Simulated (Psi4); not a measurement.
Psi4 1.11, PBE0/def2-svpd: Al(Cl)(NH2)2 ([NH2][Al]([NH2])[Cl]), 8 atoms. The geometry is a generated start, not checked to be a minimum at this level.

* **task**: energy
* **method**: pbe0
* **basis**: def2-svpd
* **memory**: 3 GB
* **maxiter**: 100
* **keys of the molecule block**: symmetry c1
* **scf_type**: df (default)
* **e_convergence**: 1e-06 (default)
* **d_convergence**: 1e-06 (default)
* **dft_radial_points**: 75 (default)
* **dft_spherical_points**: 302 (default)
* **basis functions**: 123
* **grid points**: 174045

```xyz
8

Al    -0.3976    -0.3507    -0.1192
Cl    -1.8892    -1.6484    -0.5717
N     -0.3337     1.2188    -0.9496
H     -0.9341     1.4933    -1.7170
H      0.3106     1.9706    -0.7451
N      0.8134    -0.7986     1.1013
H      1.6116    -0.2343     1.3542
H      0.8190    -1.6507     1.6471
```

With the defaults (diis = true, scf_initial_accelerator = adiis, damping_percentage = 0, guess = auto, which took SAD, soscf = false, soscf_start_convergence = 0.01, diis_start = 1, diis_max_vecs = 10) it converges in 8 SCF iterations. One run each on 2 threads, with these changes:
- guess = huckel
- soscf = true, soscf_start_convergence = 0.1
- soscf = true, soscf_start_convergence = 0.001
- scf_initial_accelerator = none
- soscf = true
- diis_max_vecs = 20
- diis_start = 4
- damping_percentage = 60
- diis = false, scf_initial_accelerator = none, damping_percentage = 60

Name the settings that don't reach the solution of the defaults.

No convergence: diis = false, scf_initial_accelerator = none, damping_percentage = 60 (the run ends without SCF convergence in 100 iterations). The rest reach the solution of the defaults.

```
setting                                                                SCF iterations  JK calls             end
---------------------------------------------------------------------  --------------  --------  --------------
soscf = true, soscf_start_convergence = 0.1                                         6        22   same solution
soscf = true, soscf_start_convergence = 0.001                                       6        17   same solution
soscf = true                                                                        6        17   same solution
the defaults                                                                        8         9   same solution
scf_initial_accelerator = none                                                      8         9   same solution
diis_max_vecs = 20                                                                  8         9   same solution
guess = huckel                                                                      9        32   same solution
diis_start = 4                                                                     14        15   same solution
damping_percentage = 60                                                            62        63   same solution
diis = false, scf_initial_accelerator = none, damping_percentage = 60             100       101  no convergence
```

An SOSCF iteration holds several JK calls; a Hückel guess adds calls on atoms.
